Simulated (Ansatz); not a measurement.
# YN under load (space group I4/mmm): band-edge transport data

Given:

```xyz
2
Lattice="0.0000 2.4495 2.4399 2.4495 0.0000 2.4399 2.4495 2.4495 0.0000" Properties=species:S:1:pos:R:3 pbc="T T T"
Y      0.0000     0.0000     0.0000
N      2.4495     2.4495     2.4399
```

Method: r2SCAN with spin-orbit coupling, rigid bands (plane waves, PAW; Ansatz, an electronic-structure program). Condition of this run: uniaxial stress zz = 1 GPa (compression positive) (the target of the relaxation). Cell: cell and atoms relaxed with r2SCAN, then loaded as said.

| Property | Value |
|---|---|
| band gap | 0.55 eV |
| electron conductivity mass (300 K, dilute) | 0.21 (x), 0.21 (y), 0.26 (z) mₑ |
| hole conductivity mass (300 K, dilute) | 0.67 (x), 0.67 (y), 0.45 (z) mₑ |
| effective density of states N_c (300 K) | 1.0e19 cm⁻³ |
| effective density of states N_v (300 K) | 1.9e19 cm⁻³ |
| density-of-states mass, electrons | 0.55 mₑ |
| density-of-states mass, holes | 0.84 mₑ |
| Seebeck coefficient, n-type 1e19 cm⁻³, 300 K | -242 μV/K |
| best n-type power factor at 300 K for τ = 10 fs (best axis; densities from 1e16 to 1e21 cm⁻³ tried, whether or not they can be reached) | 9.1 μW/(cm·K²) at 3e19 cm⁻³ |
| Seebeck coefficient, p-type 1e19 cm⁻³, 300 K | 313 μV/K |
| best p-type power factor at 300 K for τ = 10 fs (best axis; densities from 1e16 to 1e21 cm⁻³ tried, whether or not they can be reached) | 11.3 μW/(cm·K²) at 3e20 cm⁻³ |

Rigid bands; masses and Seebeck coefficients take one relaxation time τ for all states and one kind of carrier; polarons and phonon drag are left out.
